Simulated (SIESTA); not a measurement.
A self-consistent single point of Mn₂SeS (R-3m, 4 atoms in the cell) with SIESTA.

Method: LDA PW92, numerical atomic orbitals DZP, PseudoDojo LDA standard norm-conserving potentials (rewritten from UPF to PSML) (SIESTA 5.4.2).

```
CELL_PARAMETERS angstrom
      1.72148     0.99390     5.50942
     -1.72148     0.99390     5.50942
      0.00000    -1.98779     5.50942
ATOMIC_POSITIONS crystal
  Mn 0.22189 0.22189 0.22189
  Mn 0.77811 0.77811 0.77811
  Se 0.00000 0.00000 0.00000
  S  0.50000 0.50000 0.50000
```
Moments meant for the start (each program seeds them in its own way; μB, in the order of the atoms Mn Mn Se S): 4.0 4.0 0.0 0.0.

Reference input (self-consistent single point, DFT, GGA PBEsol, numerical atomic orbitals DZP, PseudoDojo PBEsol standard norm-conserving potentials (rewritten from UPF to PSML)): XC.functional = GGA; XC.authors = PBEsol; potentials = PseudoDojo PBEsol standard; PAO.BasisSize = DZP; PAO.EnergyShift = 0.01 Ry; MeshCutoff = 300 Ry; kgrid.MonkhorstPack = 6 6 6; OccupationFunction = FD; ElectronicTemperature = 100 meV; Spin = polarized; DM.InitSpin = [1 +4.00, 2 +4.00, 3 +0.00, 4 +0.00]; MaxSCFIterations = 150. This run's input differs from it in these lines:

```diff
@@ -1,2 +1,2 @@
-# files in the folder: Mn.psml Se.psml S.psml (PseudoDojo PBEsol standard)
+# files in the folder: Mn.psml Se.psml S.psml (PseudoDojo LDA standard)
 SystemName  Mn2SeS
@@ -25,4 +25,4 @@
 
-XC.functional                GGA
-XC.authors                   PBEsol
+XC.functional                LDA
+XC.authors                   PW92
 PAO.BasisSize                DZP
```

Output (repeated stretches shortened):

```
        iscf     Eharris(eV)        E_KS(eV)     FreeEng(eV)     dDmax    Ef(eV) dHmax(eV)
   scf:    1    -9473.512588    -9506.404704    -9506.494474  0.736050 -1.635072 15.558988
     spin moment: {S} , |S| = {        0.0        0.0    6.06295 }     6.06295
   scf:    2    -9518.581155    -9513.255663    -9513.345342  0.087782 -2.427280  9.033237
     spin moment: {S} , |S| = {        0.0        0.0    6.12996 }     6.12996
   scf:    3    -9514.365155    -9516.019002    -9516.138549  0.215441 -3.361813  4.247997
     spin moment: {S} , |S| = {        0.0        0.0    5.72639 }     5.72639
   [... lines left out ...]
     spin moment: {S} , |S| = {        0.0        0.0    3.13708 }     3.13708
   scf:   35    -9516.850255    -9516.850255    -9517.006635  0.000020 -3.606373  0.000922
     spin moment: {S} , |S| = {        0.0        0.0    3.13717 }     3.13717
   scf:   36    -9516.850255    -9516.850255    -9517.006635  0.000013 -3.606366  0.000663
     spin moment: {S} , |S| = {        0.0        0.0    3.13725 }     3.13725
   scf:   37    -9516.850256    -9516.850256    -9517.006635  0.000010 -3.606360  0.000523
     spin moment: {S} , |S| = {        0.0        0.0    3.13734 }     3.13734
SCF Convergence by DM+H criterion
max |DM_out - DM_in|         :     0.0000095168
max |H_out - H_in|      (eV) :     0.0005225642
SCF cycle converged after 37 iterations

Using DM_out to compute the final energy and forces

siesta: E_KS(eV) =            -9516.8503

siesta: E_KS - E_eggbox =     -9516.8503

siesta: Atomic forces (eV/Ang):
     1    0.000000    0.000000   -0.093285
     2    0.000000   -0.000000    0.093276
     3    0.000000    0.000000   -0.000008
     4    0.000000    0.000000    0.000017
   Tot    0.000000   -0.000000   -0.000000
   Max    0.093285
   Res    0.038082    sqrt( Sum f_i^2 / 3N )
   Max    0.093285    constrained

Stress tensor Voigt[x,y,z,yz,xz,xy] (kbar):       47.76       47.76       93.94       -0.00        0.00       -0.00
(Free)E + p*V (eV/cell)    -9519.2361
   [... lines left out ...]
siesta: FreeEng =     -9517.006635
siesta: Cell volume =         56.558871 Ang**3
siesta:         -63.15626390        -71.25444711  kBar
   [... lines left out ...]
              0.086   0.050   0.057   0.050   0.086

mulliken: Qtot =       24.431

Mulliken Atomic Populations:
Atom #   charge [q] valence [e]      Sz [e]  Species
     1     0.092579   14.907421    1.677876  Mn
     2     0.092568   14.907432    1.677873  Mn
     3    -0.072081   16.072081   -0.106190  Se
     4    -0.113066    6.113066   -0.112221  S
 Total     0.000000                3.137339
```

The run converged in 37 iterations. Against the reference run the pressure goes from 0.36 to -6.32 GPa, the largest force goes from 0.362 to 0.093 eV/Å and the size of the net moment goes from 0.94 to 0.78 μB/atom.

The starting cell comes from a database of computed structures (which also holds hypothetical and non-ambient phases and stackings), without a prior relaxation at this level. The magnetic order is the one reached from the typed start; others were not searched systematically. Values carry the incompleteness of an atom-centred basis. With a pressure of about -6 GPa the cell is away from its equilibrium volume at this level.

Cost on one core of a shared machine: roughly 90 s.
